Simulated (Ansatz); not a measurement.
The starting structures come from a database of crystals and need not be the phases stable at ambient conditions.

Inside the gap of an insulator the Bloch states are evanescent, with a wavenumber k + iκ along the transport direction.

Consider the following.

```yaml
crystal:
  lattice:
    - [2.96561, 0.00000, 0.00000]
    - [-1.48280, 2.56829, 0.00000]
    - [1.48280, 0.85610, 2.49405]
  atoms:
    - { symbol: Mg, position: [0.00000, 0.00000, 0.00000] }
    - { symbol: O, position: [0.00000, 0.50000, 0.50000] }
```

The cell is strained (lengths along the current scaled by 1.03, ions clamped); by r2SCAN it stands under a pressure of -3.5 GPa.

Transport runs along the normal of the first two printed cell vectors, the (111) (indices of the unstrained crystal) plane of the conventional cell.

The gap is the functional's own. No spin-orbit coupling. Mid-gap values are those at the computed energy nearest the middle.

Question: Give the band gap and the smallest decay constant κ at mid-gap that r2SCAN in Ansatz (a program for electronic structure) yields.

Answer: Gap 5.37 eV on a 14×14×14 mesh; κ = 0.348 1/Å, at the zone centre.
